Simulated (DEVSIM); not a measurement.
Device: GaAs p-i-n diode, at 300 K.

```
layer (left to right)  material  thickness (μm)  Nd (cm⁻³)  Na (cm⁻³)  τn (s)  τp (s)
---------------------  --------  --------------  ---------  ---------  ------  ------
1                          GaAs          0.0320          -     3.7e17  9.7e-8  9.7e-8
2                          GaAs            1.10     6.3e13          -  9.7e-8  9.7e-8
3                          GaAs           0.630     1.2e17          -  9.7e-8  9.7e-8
```

Left contact: ohmic. Right contact: ohmic. Voltage is applied to the left contact. Recombination: SRH at mid-gap. Mobility is μmin + (μ − μmin)/(1 + (N/Nref)^α).

The device is made up for the run: typed textbook-type constants, with dimensions and the other settings drawn at random. Values at 300 K.

| parameter | GaAs |
|---|---|
| gap (eV) | 1.424 |
| affinity (eV) | 4.07 |
| permittivity | 12.9 |
| Nc (cm⁻³) | 4.7e17 |
| Nv (cm⁻³) | 9e18 |
| μn (cm²/Vs) | 8500 |
| μp (cm²/Vs) | 400 |
| μn,min | 500 |
| μp,min | 20 |
| Nref,n | 6e16 |
| Nref,p | 1.5e17 |
| αn | 0.39 |
| αp | 0.38 |

DEVSIM, 1D drift-diffusion, Boltzmann statistics, complete ionisation; no tunnelling, impact ionisation, image-force lowering or self-heating.

### Question
Tabulate band edges, carrier densities and field at zero bias.

### Answer
Energies count from the Fermi level of the right contact; mesh points crowd at the junctions.

```json
[
 {"x (μm)": "0.000", "Ec (eV)": "1.341", "Ev (eV)": "-0.083", "n (cm⁻³)": "< 1e2", "p (cm⁻³)": "3.7e17", "field (V/cm)": "-1000"},
 {"x (μm)": "0.01277", "Ec (eV)": "1.339", "Ev (eV)": "-0.085", "n (cm⁻³)": "< 1e2", "p (cm⁻³)": "3.4e17", "field (V/cm)": "-3200"},
 {"x (μm)": "0.02314", "Ec (eV)": "1.332", "Ev (eV)": "-0.092", "n (cm⁻³)": "< 1e2", "p (cm⁻³)": "2.6e17", "field (V/cm)": "-12000"},
 {"x (μm)": "0.03624", "Ec (eV)": "1.301", "Ev (eV)": "-0.123", "n (cm⁻³)": "< 1e2", "p (cm⁻³)": "7.7e16", "field (V/cm)": "-26000"},
 {"x (μm)": "0.07097", "Ec (eV)": "1.240", "Ev (eV)": "-0.184", "n (cm⁻³)": "< 1e2", "p (cm⁻³)": "7.3e15", "field (V/cm)": "-13000"},
 {"x (μm)": "0.1219", "Ec (eV)": "1.178", "Ev (eV)": "-0.246", "n (cm⁻³)": "< 1e2", "p (cm⁻³)": "6.7e14", "field (V/cm)": "-11000"},
 {"x (μm)": "0.2134", "Ec (eV)": "1.075", "Ev (eV)": "-0.349", "n (cm⁻³)": "< 1e2", "p (cm⁻³)": "1.2e13", "field (V/cm)": "-11000"},
 {"x (μm)": "0.4403", "Ec (eV)": "0.823", "Ev (eV)": "-0.601", "n (cm⁻³)": "7000", "p (cm⁻³)": "7.2e8", "field (V/cm)": "-11000"},
 {"x (μm)": "0.7194", "Ec (eV)": "0.520", "Ev (eV)": "-0.904", "n (cm⁻³)": "8.8e8", "p (cm⁻³)": "5800", "field (V/cm)": "-11000"},
 {"x (μm)": "0.9133", "Ec (eV)": "0.313", "Ev (eV)": "-1.111", "n (cm⁻³)": "2.6e12", "p (cm⁻³)": "< 1e2", "field (V/cm)": "-11000"},
 {"x (μm)": "1.021", "Ec (eV)": "0.199", "Ev (eV)": "-1.225", "n (cm⁻³)": "2.2e14", "p (cm⁻³)": "< 1e2", "field (V/cm)": "-11000"},
 {"x (μm)": "1.092", "Ec (eV)": "0.121", "Ev (eV)": "-1.303", "n (cm⁻³)": "4.3e15", "p (cm⁻³)": "< 1e2", "field (V/cm)": "-12000"},
 {"x (μm)": "1.121", "Ec (eV)": "0.083", "Ev (eV)": "-1.341", "n (cm⁻³)": "1.9e16", "p (cm⁻³)": "< 1e2", "field (V/cm)": "-16000"},
 {"x (μm)": "1.137", "Ec (eV)": "0.055", "Ev (eV)": "-1.369", "n (cm⁻³)": "5.6e16", "p (cm⁻³)": "< 1e2", "field (V/cm)": "-14000"},
 {"x (μm)": "1.173", "Ec (eV)": "0.037", "Ev (eV)": "-1.387", "n (cm⁻³)": "1.1e17", "p (cm⁻³)": "< 1e2", "field (V/cm)": "-1000"},
 {"x (μm)": "1.219", "Ec (eV)": "0.035", "Ev (eV)": "-1.389", "n (cm⁻³)": "1.2e17", "p (cm⁻³)": "< 1e2", "field (V/cm)": "-25"},
 {"x (μm)": "1.305", "Ec (eV)": "0.035", "Ev (eV)": "-1.389", "n (cm⁻³)": "1.2e17", "p (cm⁻³)": "< 1e2", "field (V/cm)": "≈ 0"},
 {"x (μm)": "1.447", "Ec (eV)": "0.035", "Ev (eV)": "-1.389", "n (cm⁻³)": "1.2e17", "p (cm⁻³)": "< 1e2", "field (V/cm)": "≈ 0"},
 {"x (μm)": "1.627", "Ec (eV)": "0.035", "Ev (eV)": "-1.389", "n (cm⁻³)": "1.2e17", "p (cm⁻³)": "< 1e2", "field (V/cm)": "≈ 0"},
 {"x (μm)": "1.697", "Ec (eV)": "0.035", "Ev (eV)": "-1.389", "n (cm⁻³)": "1.2e17", "p (cm⁻³)": "< 1e2", "field (V/cm)": "≈ 0"},
 {"x (μm)": "1.734", "Ec (eV)": "0.035", "Ev (eV)": "-1.389", "n (cm⁻³)": "1.2e17", "p (cm⁻³)": "< 1e2", "field (V/cm)": "≈ 0"},
 {"x (μm)": "1.762", "Ec (eV)": "0.035", "Ev (eV)": "-1.389", "n (cm⁻³)": "1.2e17", "p (cm⁻³)": "< 1e2", "field (V/cm)": "≈ 0"}
]
```
